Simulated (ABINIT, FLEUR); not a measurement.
An ABINIT input for a self-consistent single point of Sn2Ir (Fm-3m, 3 atoms in the cell) (DFT, PBEsol, plane waves, norm-conserving pseudopotentials (PseudoDojo nc-sr-04 PBEsol standard)):

```
# Sn2Ir, PseudoDojo nc-sr-04 PBEsol standard
pp_dirpath "./"
pseudos "Sn.upf, Ir.upf"
acell 4.5021842312 4.5021842312 4.5021842312 Angstrom
rprim
         0.0000000000    0.7071067812    0.7071067812
         0.7071067812    0.0000000000    0.7071067812
         0.7071067812    0.7071067812    0.0000000000
natom 3
ntypat 2
znucl 50 77
typat 1 1 2
xred
         0.7500000000    0.7500000000    0.7500000000
         0.2500000000    0.2500000000    0.2500000000
         0.0000000000    0.0000000000    0.0000000000
ecut 36 Ha
ixc -116133
occopt 3
tsmear 0.00367493
nband 30
kptopt 1
ngkpt 12 12 12
nshiftk 1
shiftk 0 0 0
nstep 60
tolvrs 1.0e-11
prtwf 0
prtden 0
enunit 1
```

Q: Write the same calculation as an input for FLEUR.

A: This is the input that was run; spellings and numerical settings could be chosen otherwise.

Input of the input generator:

```
Sn2Ir FLAPW
&input film=f /
0.0000000000 3.1835250000 3.1835250000
3.1835250000 0.0000000000 3.1835250000
3.1835250000 3.1835250000 0.0000000000
1.8897261246
1.0 1.0 1.0

3
50 0.7500000000 0.7500000000 0.7500000000
50 0.2500000000 0.2500000000 0.2500000000
77 0.0000000000 0.0000000000 0.0000000000

&comp jspins=1 /
&exco xctyp='PBEs' /
&kpt div1=12 div2=12 div3=12 gamma=t /
&end /
```

```xml
<?xml version="1.0" encoding="UTF-8" standalone="no"?>
<fleurInput fleurInputVersion="0.39">
   <comment>
      Sn2Ir FLAPW                                                                                         
   </comment>
   <calculationSetup>
      <cutoffs Kmax="4.1" Gmax="16.4" GmaxXC="16.4" numbands="0"/>
      <scfLoop itmax="80" minDistance="0.00001" maxIterBroyd="40" imix="Anderson" alpha="0.05" precondParam="0.0" spinf="2.0"/>
      <coreElectrons ctail="T" frcor="F" kcrel="0" coretail_lmax="0"/>
      <xcFunctional name="PBEs" relativisticCorrections="F"/>
      <magnetism jspins="1"/>
      <soc l_soc="F" theta="0.0" phi="0.0" spav="F"/>
      <expertModes spex="0" secvar="F"/>
      <geometryOptimization l_f="T" forcealpha="1.0" forcemix="BFGS" epsdisp="0.00001" epsforce="0.00001"/>
      <ldaU l_linMix="F" mixParam="0.05" spinf="1.0"/>
   </calculationSetup>
   <cell>
      <bzIntegration valenceElectrons="43.0" mode="hist" fermiSmearingEnergy="0.00367493">
         <kPointListSelection listName="default-1"/>
         <!-- k-points included here -->
         <xi:include xmlns:xi="http://www.w3.org/2001/XInclude" href="kpts.xml"> </xi:include>
      </bzIntegration>
      <!-- symmetry operations included here -->
      <xi:include xmlns:xi="http://www.w3.org/2001/XInclude" href="sym.xml"> </xi:include>
      <bulkLattice scale="1.0">
         <bravaisMatrix>
            <row-1>    0.0000000000000000     6.0159903608172147     6.0159903608172147</row-1>
            <row-2>    6.0159903608172147     0.0000000000000000     6.0159903608172147</row-2>
            <row-3>    6.0159903608172147     6.0159903608172147     0.0000000000000000</row-3>
         </bravaisMatrix>
      </bulkLattice>
   </cell>
   <atomSpecies>
      <species name="Tin (Sn)" element="Sn" atomicNumber="50">
         <mtSphere radius="2.38" gridPoints="839" logIncrement="0.015"/>
         <atomicCutoffs lmax="10" lnonsphr="8"/>
         <electronConfig flipSpins="F">
            <coreConfig>(1s1/2) (2s1/2) (2p1/2) (2p3/2) (3s1/2) (3p1/2) (3p3/2) (4s1/2) (3d3/2) (3d5/2) (4p1/2) (4p3/2)</coreConfig>
            <valenceConfig>(5s1/2) (4d3/2) (4d5/2) (5p1/2) (5p3/2)</valenceConfig>
            <stateOccupation state="(5p1/2)" spinUp="0.3333333333333" spinDown="0.3333333333333"/>
            <stateOccupation state="(5p3/2)" spinUp="0.6666666666667" spinDown="0.6666666666667"/>
         </electronConfig>
         <energyParameters s="5" p="5" d="5" f="4"/>
         <lo type="SCLO" l="2" n="4" eDeriv="0"/>
      </species>
      <species name="Iridium (Ir)" element="Ir" atomicNumber="77">
         <mtSphere radius="2.38" gridPoints="839" logIncrement="0.016"/>
         <atomicCutoffs lmax="10" lnonsphr="8"/>
         <electronConfig flipSpins="F">
            <coreConfig>(1s1/2) (2s1/2) (2p1/2) (2p3/2) (3s1/2) (3p1/2) (3p3/2) (4s1/2) (3d3/2) (3d5/2) (4p1/2) (4p3/2) (5s1/2) (4d3/2) (4d5/2) (4f5/2) (4f7/2)</coreConfig>
            <valenceConfig>(5p1/2) (5p3/2) (6s1/2) (5d3/2) (5d5/2)</valenceConfig>
            <stateOccupation state="(5d3/2)" spinUp="1.4" spinDown="1.4"/>
            <stateOccupation state="(5d5/2)" spinUp="2.1" spinDown="2.1"/>
         </electronConfig>
         <energyParameters s="6" p="6" d="5" f="5"/>
         <lo type="SCLO" l="1" n="5" eDeriv="0"/>
      </species>
   </atomSpecies>
   <atomGroups>
      <atomGroup species="Tin (Sn)">
         <relPos label="                   1">-1.000/4.000 -1.000/4.000 -1.000/4.000</relPos>
         <relPos label="                   2">1.000/4.000 1.000/4.000 1.000/4.000</relPos>
         <force calculate="T" relaxXYZ="TTT"/>
      </atomGroup>
      <atomGroup species="Iridium (Ir)">
         <relPos label="                   3">.0000000000 .0000000000 .0000000000</relPos>
         <force calculate="T" relaxXYZ="TTT"/>
      </atomGroup>
   </atomGroups>
   <output dos="F" band="F" slice="F">
      <checks vchk="F" cdinf="F"/>
      <bandDOS minEnergy="-.5*Htr" maxEnergy="0.5*Htr" sigma="0.015" storeEVData="T"/>
      <vacuumDOS vacdos="F" integ="F" star="F" nstars="0" locx1="0.0" locy1="0.0" locx2="0.0" locy2="0.0" nstm="0" tworkf="0.0"/>
      <unfoldingBand unfoldBand="F" supercellX="1" supercellY="1" supercellZ="1"/>
      <plotting iplot="0" polar="F">
         <plot TwoD="T" vec1="  1.0  0.0  0.0" vec2="  0.0  1.0  0.0" vec3="  0.0  0.0  1.0" zero="  0.0  0.0  0.0" file="plot"/>
      </plotting>
      <chargeDensitySlicing numkpt="0" minEigenval="0.0" maxEigenval="0.0" nnne="0" pallst="F"/>
      <specialOutput eonly="F"/>
      <magneticCircularDichroism mcd="F" energyLo="-10.0" energyUp="0.0"/>
   </output>
  <!-- We include the file relax.xml here to enable relaxations (see documentation) -->
  <xi:include xmlns:xi="http://www.w3.org/2001/XInclude" href="relax.xml"> <xi:fallback/> </xi:include>
</fleurInput>
```

Basis settings and potentials, where a program has them, do not carry over. This input uses DFT, PBEsol, all-electron FLAPW (FLEUR), scalar-relativistic valence.

The starting cell comes from a database of computed structures (which also holds hypothetical and non-ambient phases and stackings), without a prior relaxation at this level.
